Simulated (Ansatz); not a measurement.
## Effect of pressure 9 GPa on InAgTe2

Base system: InAgTe$_{2}$ in the chalcopyrite structure (space group I-42d, No. 122; a = 6.4319 Å, c = 12.7658 Å).

Modification: a hydrostatic pressure of 9 GPa.

The values are results of PBEsol (Ansatz, a quantum-chemistry and plane-wave program; PAW; 420 eV plane waves; no spin-orbit coupling), not measurements. k-mesh 7×7×7 (Γ-centred); smearing 0.05 eV (Fermi–Dirac).

* **Volume per atom**: 28.65 Å³ (base 33.01 Å³)
* **Density**: 6.92 g/cm³ (base 6.01 g/cm³)
* **Lattice parameter a**: 6.142 Å (base 6.432 Å)
* **c/a ratio**: 1.978 (base 1.985)
* **Shortest interatomic distance**: 2.612 Å (base 2.746 Å)
* **Enthalpy H = E + PV relative to the base's energy**: +1.72 eV/atom
* **Band gap**: 0.44 eV (an upper bound: an edge found on the path is not a true extremum; the changed cell) (base 0.08 eV)

With Te present, leaving out spin-orbit coupling can change the band edges. Load acts through the strain it causes; cell and atoms are relaxed under it. Stability against distortions was not tested. No other phases were tried under pressure. A zero or small gap of InAgTe2 can be the functional's error rather than a property of the material.
